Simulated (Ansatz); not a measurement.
Electronic density of states of amorphous Al₂₈O₄₅B₂, density 3.01 g/cm³, on a 2×2×2 Γ-centred mesh with a Gaussian width of 0.1 eV; energies count from the Fermi level, whose place inside the gap is arbitrary. Cell and mesh are small, so fine structure isn't converged. Method: PBE, scalar-relativistic without spin-orbit coupling (plane waves to 420 eV, PAW; Ansatz, a first-principles code). Sampling: a 2×2×2 Γ-centred mesh; Fermi-Dirac width 0.02 eV; no spin polarisation. At PBE the levels at the filled edge of the gap are localised (band-tail or defect states), and the nearest spread-out levels lie 4.2 eV apart at the zone centre.

A CHGNet melt-quench gave the starting glass, which DFT then relaxed. O atoms were pushed apart under 1.9 Å during the dynamics, to hinder bonds among them. The hot cell started wider than the set density and was brought back towards it in steps. It is the lowest in DFT energy of 2 quenches. It is a model cell: composition and starting density were chosen by hand, and all elements were melted together. No dispersion term was used. Its density started from a set value of 3.01 and ended at 3.01 g/cm³. Cooling (nominally 340 K/ps over its main leg) ran many orders faster than in experiment, which tends to leave more defects and strain. A cell of this size samples the disorder only roughly. The volume was held where the preparation left it, at a PBE pressure of 1.8 GPa. Stress components on the final sampling reach 4.0 GPa.

| E - EF (eV) | states/(eV atom) |
|---|---|
| -12.00 | 0.00 |
| -11.90 | 0.00 |
| -11.80 | 0.00 |
| -11.70 | 0.00 |
| -11.60 | 0.00 |
| -11.50 | 0.00 |
| -11.40 | 0.00 |
| -11.30 | 0.00 |
| -11.20 | 0.00 |
| -11.10 | 0.00 |
| -11.00 | 0.00 |
| -10.90 | 0.00 |
| -10.80 | 0.00 |
| -10.70 | 0.00 |
| -10.60 | 0.00 |
| -10.50 | 0.00 |
| -10.40 | 0.00 |
| -10.30 | 0.00 |
| -10.20 | 0.00 |
| -10.10 | 0.00 |
| -10.00 | 0.00 |
| -9.90 | 0.00 |
| -9.80 | 0.01 |
| -9.70 | 0.07 |
| -9.60 | 0.14 |
| -9.50 | 0.11 |
| -9.40 | 0.14 |
| -9.30 | 0.07 |
| -9.20 | 0.01 |
| -9.10 | 0.00 |
| -9.00 | 0.00 |
| -8.90 | 0.01 |
| -8.80 | 0.08 |
| -8.70 | 0.20 |
| -8.60 | 0.25 |
| -8.50 | 0.29 |
| -8.40 | 0.32 |
| -8.30 | 0.28 |
| -8.20 | 0.27 |
| -8.10 | 0.36 |
| -8.00 | 0.39 |
| -7.90 | 0.35 |
| -7.80 | 0.37 |
| -7.70 | 0.39 |
| -7.60 | 0.40 |
| -7.50 | 0.38 |
| -7.40 | 0.37 |
| -7.30 | 0.37 |
| -7.20 | 0.33 |
| -7.10 | 0.39 |
| -7.00 | 0.46 |
| -6.90 | 0.42 |
| -6.80 | 0.41 |
| -6.70 | 0.47 |
| -6.60 | 0.49 |
| -6.50 | 0.49 |
| -6.40 | 0.47 |
| -6.30 | 0.50 |
| -6.20 | 0.52 |
| -6.10 | 0.51 |
| -6.00 | 0.47 |
| -5.90 | 0.50 |
| -5.80 | 0.57 |
| -5.70 | 0.58 |
| -5.60 | 0.56 |
| -5.50 | 0.55 |
| -5.40 | 0.53 |
| -5.30 | 0.53 |
| -5.20 | 0.56 |
| -5.10 | 0.64 |
| -5.00 | 0.65 |
| -4.90 | 0.63 |
| -4.80 | 0.62 |
| -4.70 | 0.64 |
| -4.60 | 0.66 |
| -4.50 | 0.66 |
| -4.40 | 0.66 |
| -4.30 | 0.67 |
| -4.20 | 0.68 |
| -4.10 | 0.63 |
| -4.00 | 0.69 |
| -3.90 | 0.73 |
| -3.80 | 0.72 |
| -3.70 | 0.73 |
| -3.60 | 0.75 |
| -3.50 | 0.78 |
| -3.40 | 0.79 |
| -3.30 | 0.75 |
| -3.20 | 0.74 |
| -3.10 | 0.69 |
| -3.00 | 0.61 |
| -2.90 | 0.62 |
| -2.80 | 0.61 |
| -2.70 | 0.61 |
| -2.60 | 0.54 |
| -2.50 | 0.44 |
| -2.40 | 0.39 |
| -2.30 | 0.35 |
| -2.20 | 0.35 |
| -2.10 | 0.25 |
| -2.00 | 0.18 |
| -1.90 | 0.18 |
| -1.80 | 0.16 |
| -1.70 | 0.15 |
| -1.60 | 0.10 |
| -1.50 | 0.02 |
| -1.40 | 0.00 |
| -1.30 | 0.00 |
| -1.20 | 0.00 |
| -1.10 | 0.00 |
| -1.00 | 0.00 |
| -0.90 | 0.00 |
| -0.80 | 0.00 |
| -0.70 | 0.00 |
| -0.60 | 0.00 |
| -0.50 | 0.00 |
| -0.40 | 0.00 |
| -0.30 | 0.00 |
| -0.20 | 0.00 |
| -0.10 | 0.00 |
| 0.00 | 0.00 |
| 0.10 | 0.00 |
| 0.20 | 0.00 |
| 0.30 | 0.00 |
| 0.40 | 0.00 |
| 0.50 | 0.00 |
| 0.60 | 0.00 |
| 0.70 | 0.00 |
| 0.80 | 0.00 |
| 0.90 | 0.00 |
| 1.00 | 0.00 |
| 1.10 | 0.00 |
| 1.20 | 0.00 |
| 1.30 | 0.00 |
| 1.40 | 0.00 |
| 1.50 | 0.01 |
| 1.60 | 0.02 |
| 1.70 | 0.01 |
| 1.80 | 0.00 |
| 1.90 | 0.00 |
| 2.00 | 0.00 |
| 2.10 | 0.02 |
| 2.20 | 0.04 |
| 2.30 | 0.03 |
| 2.40 | 0.05 |
| 2.50 | 0.07 |
| 2.60 | 0.05 |
| 2.70 | 0.04 |
| 2.80 | 0.02 |
| 2.90 | 0.02 |
| 3.00 | 0.05 |
| 3.10 | 0.07 |
| 3.20 | 0.05 |
| 3.30 | 0.07 |
| 3.40 | 0.08 |
| 3.50 | 0.08 |
| 3.60 | 0.07 |
| 3.70 | 0.04 |
| 3.80 | 0.04 |
| 3.90 | 0.08 |
| 4.00 | 0.13 |
| 4.10 | 0.12 |
| 4.20 | 0.15 |
| 4.30 | 0.21 |
| 4.40 | 0.23 |
| 4.50 | 0.17 |
| 4.60 | 0.16 |
| 4.70 | 0.20 |
| 4.80 | 0.18 |
| 4.90 | 0.20 |
| 5.00 | 0.21 |
| 5.10 | 0.23 |
| 5.20 | 0.30 |
| 5.30 | 0.29 |
| 5.40 | 0.25 |
| 5.50 | 0.23 |
| 5.60 | 0.23 |
| 5.70 | 0.27 |
| 5.80 | 0.32 |
| 5.90 | 0.34 |
| 6.00 | 0.35 |
| 6.10 | 0.35 |
| 6.20 | 0.36 |
| 6.30 | 0.42 |

The level gap on this mesh is 3.26 eV; the broadening fills part of it in the curve.
